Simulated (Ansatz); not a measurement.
## AlC6 (model structure, P6/mmm, No. 191, 7 atoms in the cell): properties by level of theory

```json
[
 {"level (code)": "LDA (Ansatz)", "lattice parameter a (Å)": "4.247", "lattice parameter c (Å)": "5.293", "cohesive energy (eV/atom)": "7.92"},
 {"level (code)": "r²SCAN (Ansatz)", "lattice parameter a (Å)": "4.244", "lattice parameter c (Å)": "6.505", "cohesive energy (eV/atom)": "6.68"},
 {"level (code)": "r²SCAN+rVV10 (Ansatz)", "lattice parameter a (Å)": "4.245", "lattice parameter c (Å)": "6.217", "cohesive energy (eV/atom)": "6.77"}
]
```

Ansatz's density-functional and Hartree–Fock values are scalar-relativistic unless marked +SOC, with PAW data made under PBE.

Free atoms are spin-polarised, in the lowest state found; at levels without +SOC their spin–orbit coupling is left out.

The computed numbers hold no vibrational or temperature effects.

A model structure was made by putting elements into a prototype or built by hand; it is no filed structure, need not be a known phase, and can be a saddle point held by its symmetry.

Ansatz is a first-principles code.
